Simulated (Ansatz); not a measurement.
For LiFeP (P4/nmm), PBEsol, DFPT electron-phonon coupling, linearised Boltzmann equation run with Ansatz (a first-principles code) gives a transport coupling λ_tr = 0.185 and a Drude plasma energy ħω_p = 3.70 eV along x (a = (3.65, 0.00, 0.00) Å; b = (0.00, 3.65, 0.00) Å; c = (0.00, 0.00, 5.82) Å).

Question: Estimate the resistivity at 300 K from the high-temperature formula ρ = 2π λ_tr k_B T / (ħ ε₀ ω_p²), and say how the full Boltzmann solution compares.

Answer: The scattering rate is 1/τ = 2π λ_tr k_B T/ħ = 4.57e13 s⁻¹ and ω_p = 5.62e15 s⁻¹, so ρ ≈ 16.3 μΩ·cm. The Boltzmann solution gives 13.2 μΩ·cm, 0.81 times the estimate; it lies lower because k_BT is not large against the phonon energies and the solution lets the distribution adjust.

A metal at this level (no band gap). Only scattering by harmonic phonons is included (no impurities, grain boundaries, electron-electron scattering or thermal expansion). Spin-orbit coupling is left out. The run warned that the eigensolver left some states short of its tolerance. Halving the electron mesh (24x24x16) moves the resistivity by up to 7 % at 300 K, the coupling by up to 5 %. Smearing 0.20 eV; phonons on a 4x4x3 q mesh, which this run doesn't test.

Formula and space group known from diffraction (Crystallography Open Database), not checked to be the room-temperature form: LiFeP (P4/nmm). Treated as nonmagnetic (a ferromagnetic start lost its moment, other orders weren't tried): LiFeP (P4/nmm).
